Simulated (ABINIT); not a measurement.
Pressure against volume in hcp Cd (space group 194) (ABINIT, LDA)

```xyz
2
Lattice="2.8641 0.0000 0.0000 -1.4321 2.4804 0.0000 0.0000 0.0000 5.4014" Properties=species:S:1:pos:R:3 pbc="T T T"
Cd     1.4321     0.8268     4.0511
Cd     0.0000     1.6536     1.3504
```

Method: LDA (PW92), norm-conserving pseudopotentials (PseudoDojo nc-sr-04 LDA standard) (plane waves; ABINIT). Settings: pseudos = [Cd.upf]; ecut = 66 Ha; occopt = 3; tsmear = 0.00183747 Ha; ngkpt = 12 12 6; nshiftk = 1; shiftk = 0 0 0; potentials = PseudoDojo nc-sr-04 LDA standard; nband = 27; kptopt = 1; nstep = 80; tolvrs = 1e-11. The cell above is the first row's. The rows scale it uniformly. In all rows fractional positions and the k mesh are held.

```csv
V (Å^3/atom),P (GPa)
19.1860,?
19.6031,2.21
20.0202,0.53
20.4373,-0.92
20.8544,-2.18
21.2715,-3.27
21.6885,-4.20
22.1056,-5.00
22.5227,-5.68
```

Fit P of the 8 rows that show it with a cubic. With u = V - 21.1, the rows have u = -1.4969, -1.0798, -0.6627, -0.2456, 0.1715, 0.5885, 1.0056, 1.4227. Least squares gives P = -2.842 - 2.5671·u + 0.4686·u² - 0.04694·u³. Residuals (row less fit): 0.002, -0.005, 0.001, 0.003, -0.001, 0.000, -0.003, 0.001; standard error 0.004 (degrees of freedom: 4). The fitted pressure is zero at V0 = 20.17, where dP/dV = -3.564, so B0 = -V0·dP/dV = 71.9 GPa.

Question: Estimate the missing P (V = 19.1860); what did the run itself give?

Answer: u = -1.9140, so P = -2.842 - 2.5671 × (-1.9140) + 0.4686 × (-1.9140)² - 0.04694 × (-1.9140)³ = 4.117 GPa. The calculation gives 4.15 GPa, 0.033 GPa above the prediction (0.3 % of the range of P in the table). The row lies outside the fitted rows, so this is an extrapolation. From the scatter of the fitted rows alone, a prediction at this place has a standard error of 0.009 GPa, so the miss is 3.5 times that.

Carrying the step between the two nearest rows on in a straight line would have given 3.89, off by 0.26; series whose last step already gives the withheld value aren't shown. The scan was laid around a cell of about the measured size, scaled by a guess for this functional; axis ratios and inner coordinates come from that cell. The runs keep the symmetry of the cell, so they don't test it for distortions. The shape of the cell and the inner coordinates aren't relaxed, so V0 and B0 belong to this uniform scaling; a relaxed crystal lies no higher in energy and is usually softer. Cutoffs and mesh are single choices, not tested for convergence of this quantity. Series with a scatter that would blur these digits, or in which a gap closes, are not shown.

Terms beyond the fitted order, or numerical noise in single rows, can give a miss of this size; the table doesn't tell which.
